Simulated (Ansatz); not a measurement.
Where the default PAW files enter, the runs use the earlier of Ansatz's two default sets.

Consider the following.

```
CSi
1.0
    3.14031     0.00000     0.00000
   -1.57016     2.71959     0.00000
    1.57016    -0.90653     2.56405
Si C
1 1
Direct
  0.25000   0.75000   0.25000
  0.00000   0.00000   0.00000
```

Space group of this cell: F-43m, zinc blende. The cell is strained (all lengths scaled by 1.02); by r2SCAN its mean pressure is -11.7 GPa.

Transport runs along the normal of the first two printed cell vectors, the (111) plane of the conventional cell.

No gap correction and no spin-orbit coupling; mid-gap is the computed energy nearest the middle.

### Question
State the band gap and the smallest decay constant κ at mid-gap according to Ansatz (a first-principles code) with r2SCAN.

### Answer
Gap 1.75 eV on a 12×12×12 mesh; κ = 0.192 1/Å, at the zone centre.
